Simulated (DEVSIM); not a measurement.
Structure: illuminated Si n-on-p cell, one wavelength, at 350 K.

Layer 1 from the left is Si, thickness (μm) 0.100, Nd (cm⁻³) 5.8e17, τn (s) 2.3e-7, τp (s) 8.1e-7, absorption coefficient (cm⁻¹) 51000. Layer 2 from the left is Si, thickness (μm) 120, Na (cm⁻³) 2.4e15, τn (s) 3e-6, τp (s) 3e-6, absorption coefficient (cm⁻¹) 51000.

Left contact: ohmic, minority hole recombination velocity 200 cm/s. Right contact: ohmic, minority electron recombination velocity 5e5 cm/s. Voltage is applied to the left contact. Recombination: SRH at mid-gap, radiative, Auger. Light enters at the left, 9.2e16 photons cm⁻² s⁻¹, one pass, no reflection. Mobility is constant in doping.

Constants are typed, rounded textbook-type inputs, not results; the design itself was drawn at random and stands for no fabricated device. Values at 300 K; Nc and Nv go as T^1.5, mobilities as T to minus their exponent, the gap by Varshni's rule with the affinity fixed.

Si: gap (eV) 1.124, affinity (eV) 4.05, permittivity 11.7, Nc (cm⁻³) 2.86e19, Nv (cm⁻³) 3.1e19, μn (cm²/Vs) 1417, μp (cm²/Vs) 470, T exponent of μn 2.3, T exponent of μp 2.2, B (cm³/s) 4.7e-15, Cn (cm⁶/s) 2.8e-31, Cp (cm⁶/s) 9.9e-32, Varshni α (eV/K) 0.000473, Varshni β (K) 636.

Model (solved in DEVSIM): 1D drift-diffusion, Boltzmann statistics, complete ionisation; no tunnelling, impact ionisation, image-force lowering or self-heating.

Dark forward current:

| |V| (V) | |J| (A/cm²) |
|---|---|
| 0.05 | 2.662e-7 |
| 0.10 | 1.321e-6 |
| 0.15 | 6.118e-6 |
| 0.20 | 2.950e-5 |
| 0.25 | 0.0001478 |
| 0.30 | 0.0007563 |
| 0.35 | 0.003903 |
| 0.40 | 0.01992 |
| 0.45 | 0.09482 |
| 0.50 | 0.3745 |
| 0.55 | 1.165 |
| 0.60 | 3.024 |
| 0.65 | 6.951 |
| 0.70 | 14.66 |
| 0.75 | 29.07 |
| 0.80 | 54.97 |
| 0.85 | 99.78 |
| 0.90 | 173.4 |
| 0.95 | 284.9 |
| 1.00 | 436.5 |
| 1.05 | 622.1 |
| 1.10 | 833.2 |
| 1.15 | 1063 |
| 1.20 | 1308 |
| 1.25 | 1564 |
| 1.30 | 1832 |

Q: Work out the local ideality factor n = ΔV / (kT/q · ln(J2/J1)) between the rows 0.15 and 0.20 V, 0.30 and 0.35 V, 1.25 and 1.30 V.

A: kT/q = 30.16 mV. From 0.15 to 0.20 V: ln(2.950e-5/6.118e-6) = 1.573, n = 1.05, near the 1 of diffusion or emission over a barrier. From 0.30 to 0.35 V: ln(0.003903/0.0007563) = 1.641, n = 1.01, near the 1 of diffusion or emission over a barrier. From 1.25 to 1.30 V: ln(1832/1564) = 0.158, n = 10.48.

Q: What current could the absorbed light give at most, and what share is collected?

A: Σ αd = 613, so qΦ(1 − exp(−Σ αd)) = 14.7 mA/cm². The simulated short-circuit current is 14.70 mA/cm², a share of 1.00.

Q: Estimate the open-circuit voltage by superposition: the voltage at which the dark current equals that short-circuit current.

A: Interpolating ln J in the table gives 0.391 V. The simulation gives 0.390 V, the same within the digits that matter. Superposition holds where collection doesn't change with voltage.

Q: Estimate the fill factor from FF0 = (v − ln(v + 0.72))/(v + 1), v = qVoc/(nkT), with n from the dark curve.

A: The rows about Voc, 0.35 and 0.40 V, give n = 1.02, so v = 12.7 and FF0 = 0.738. The simulation gives 0.739, the same within the digits that matter.
